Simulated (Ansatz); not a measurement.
Here is the system:

```xyz
4
Lattice="3.7822 0.0000 0.0000 -1.8911 3.2755 0.0000 0.0000 0.0000 6.1704" Properties=species:S:1:pos:R:3 pbc="T T T"
Zn     0.0000     2.1836    -0.0009
Zn     1.8911     1.0918     3.0844
S      0.0000     2.1836     2.3148
S      1.8911     1.0918     5.4000
```

No spin polarisation.

Level of theory: Ansatz (a quantum-chemistry and plane-wave program) PBEsol, no spin-orbit coupling. Settings: 10×10×6 k-points, 0.05 eV Fermi–Dirac smearing.

Question: Predict the space group, stress and electron mass.

Answer: 
- Space group: P6_3mc (No. 186)
- Stress (xx, yy, zz, yz, xz, xy; compression positive): (0.28, 0.28, 0.91, 0.00, 0.00, 0.00) GPa
- Electron mass: 0.16 mₑ along z, 0.18 mₑ across (at Γ)

The levels and masses belong to the bands next to the band gap. The cells carry an imposed strain or load. Effective masses come from finite differences of ±0.01 Å⁻¹. Stability against distortions was not tested. The cell was made from ZnS in the wurtzite structure (space group P6_3mc, No. 186) by this change: uniaxial strain ε_zz = −0.60 %.
